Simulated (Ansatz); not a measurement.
System: CsCl-type NaF (model structure). Method: HSE06 (plane waves, PAW; Ansatz, a program for electronic structure).

Numerical settings: plane-wave cutoff 500 eV, 8×8×8 k mesh, gaussian smearing 0.02 eV, scalar-relativistic PAW data made under PBE.

Cell (relaxed at this level):

```cif
data_FNa
_chemical_formula_sum 'Na1 F1'
_space_group_name_H-M_alt 'Pm-3m'
_space_group_IT_number 221
_space_group_name_Hall '-P 4 2 3'
_cell_length_a 2.82288
_cell_length_b 2.82288
_cell_length_c 2.82288
_cell_angle_alpha 90.000
_cell_angle_beta 90.000
_cell_angle_gamma 90.000
loop_
_atom_site_label
_atom_site_type_symbol
_atom_site_symmetry_multiplicity
_atom_site_Wyckoff_symbol
_atom_site_fract_x
_atom_site_fract_y
_atom_site_fract_z
_atom_site_occupancy
Na1 Na 1 a 0.00000 0.00000 0.00000 1
F1 F 1 b 0.50000 0.50000 0.50000 1
```

Task: What does this level give for the band gap?

Result: 
- band gap = 8.11 eV (on the SCF k mesh)

Note: the relaxation could raise the start's symmetry but not lower it, so the cell can be a saddle point.

The computed numbers hold no vibrational or temperature effects.

It cost about 5 core-minutes (a rough figure) of CPU time.

A model structure was made by putting elements into a prototype or built by hand; it is no filed structure, need not be a known phase, and can be a saddle point held by its symmetry.
